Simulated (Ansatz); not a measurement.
Cell and atoms of amorphous Si30N40Ru:

```xyz
71
Lattice="9.2858 0.0000 0.0000 0.0000 9.2858 0.0000 0.0000 0.0000 9.2858" Properties=species:S:1:pos:R:3 pbc="T T T"
Si     3.7965     4.5653     5.1914
Si     4.1825     4.1276     2.2578
Si     7.4673     8.1813     8.9433
Si     3.6037     1.2959     1.1306
Si     4.0921     8.1026     8.7252
Si     2.7467     9.0222     3.7814
Si     7.9863     7.7629     3.9850
Si     6.3011     2.3789     2.2526
Si     5.9632     7.3360     1.8209
Si     5.0617     1.0050     7.6044
Si     8.0676     0.1640     1.7772
Si     6.5585     4.9561     3.7239
Si     3.1311     1.6151     5.2727
Si     1.4569     6.1919     4.4337
Si     6.4374     4.8190     6.6953
Si     6.4326     8.0037     6.4613
Si     1.6719     5.0389     0.8309
Si     1.1548     3.0289     8.8621
Si     0.9924     7.7717     9.1001
Si     2.2181     1.0272     8.0848
Si     1.6014     3.8871     3.5940
Si     8.7432     7.0168     6.6223
Si     8.6597     3.1475     1.8889
Si     0.2564     1.1945     4.1650
Si     7.0782     2.4602     5.3415
Si     2.8382     7.5979     1.8940
Si     2.2480     5.8720     7.4179
Si     5.8039     0.2757     3.8917
Si     6.5668     5.0574     0.5547
Si     8.3406     1.1262     7.0635
N      2.3260     8.6706     8.4991
N      8.8816     9.1332     3.2586
N      7.2114     4.1959     5.2034
N      4.8095     4.7776     3.7648
N      2.7955     3.2113     4.6861
N      6.7060     8.5317     4.9027
N      4.6057     0.5781     9.2159
N      3.4861     1.5260     6.9441
N      2.1648     4.4757     8.4882
N      0.6719     6.6800     7.7337
N      4.8208     4.3231     6.4646
N      0.5194     1.7275     7.8707
N      8.5954     1.6609     5.4805
N      8.0319     8.6121     7.2405
N      5.1188     8.5425     7.2967
N      7.0889     6.4368     6.7027
N      9.2319     6.9716     4.9758
N      3.6602     6.4859     8.1452
N      2.7569     0.0672     2.0938
N      6.9546     6.5581     3.1865
N      4.9752     4.9867     1.0830
N      2.3456     2.0138     0.2232
N      4.3695     7.4750     1.1843
N      7.1253     4.0372     2.2321
N      4.1893     0.4292     4.4383
N      1.7422     0.6695     4.8090
N      7.7184     1.7942     1.3821
N      0.2119     4.0130     0.6794
N      6.3903     8.9714     2.2883
N      2.4871     5.6801     5.7346
N      8.9217     8.6489     0.4793
N      0.3973     2.6825     3.1930
N      6.9564     6.7537     0.4755
N      4.6194     2.4458     1.9449
N      6.5190     4.3012     8.3393
N      1.5903     6.7242     1.0410
N      6.5976     1.7082     6.9339
N      2.4888     7.3201     3.5769
N      2.4953     4.3258     2.1575
N      6.3809     1.8933     3.9020
Ru     4.4533     4.7277     8.4182
```

Calculation: PBE, scalar-relativistic without spin-orbit coupling (plane waves to 420 eV, PAW; Ansatz, a program for electronic structure). In the spin-polarised cell the level spacing at the Fermi energy can part levels of unlike spin.

Preparation: random packing, a CHGNet melt and quench, and a DFT relaxation. N atoms were pushed apart under 1.9 Å during the dynamics, to hinder bonds among them. The hot cell started wider than the set density and was brought back towards it in steps. It is the lowest in DFT energy of 2 quenches. It is a model cell: composition and starting density were chosen by hand, and all elements were melted together. No dispersion term was used. Its density started from a set value of 3.12 and ended at 3.12 g/cm³. The quench (nominally 300 K/ps over its main leg) was far faster than any real one, so the model tends to hold more defects than a real film. A cell of this size samples the disorder only roughly. The volume was held where the preparation left it, at a PBE pressure of 4.4 GPa. Stress components on the final sampling reach 8.3 GPa. On a 2×2×2 Γ-centred mesh force components of up to 0.23 eV/Å stay, since the relaxation ran on the zone centre alone.

Cut-offs for bonds: Si-Si 2.60 Å, Si-N 2.14 Å, Si-Ru 2.83 Å, N-N 1.70 Å, N-Ru 2.39 Å, Ru-Ru 3.21 Å. Two cations that share two anions don't count as bonded, nor two that share one unless they lie closer than Si-Si 2.38 Å, Si-Ru 2.75 Å, Ru-Ru 3.12 Å.

Q: Give the coordination numbers, mean bond lengths and angles.

A: 
```
Quantity                                                                                                       Result
---------------------------------  ----------------------------------------------------------------------------------
Mean coordination of Si by anions  3.93 (3 with 3, 26 with 4, 1 with 5); 2 close contacts or bonds to cations besides
Mean coordination of N                                                                     3.08 (37 with 3, 3 with 4)
Mean coordination of Ru by anions                                                                     5.00 (1 with 5)
Mean Si-N bond                                                                  1.755 Å (spread 0.058 Å, 118 counted)
Mean N-Ru bond                                                                    2.085 Å (spread 0.121 Å, 5 counted)
Mean Si-Si bond                                                                   2.457 Å (spread 0.000 Å, 1 counted)
Bond angle at Si                                                                            mean 109.1°, spread 13.0°
Bond angle at N                                                                             mean 115.8°, spread 17.2°
Bond angle at Ru                                                                            mean 106.7°, spread 29.7°
```

Q: Which atoms depart from the most common coordination of their element?

A: Si3 has 3 (N63 1.72 Å, N61 1.73 Å, N44 1.84 Å); Si5 has 5 (N48 1.77 Å, N45 1.81 Å, N31 1.87 Å, N53 1.87 Å, N37 1.90 Å); N39 has 4 (Si27 1.76 Å, Si17 1.79 Å, Si18 1.80 Å, Ru71 2.30 Å); N44 has 4 (Si30 1.83 Å, Si3 1.84 Å, Si22 1.85 Å, Si16 1.88 Å); N54 has 4 (Si23 1.81 Å, Si12 1.84 Å, Si8 1.85 Å, Si29 2.04 Å).
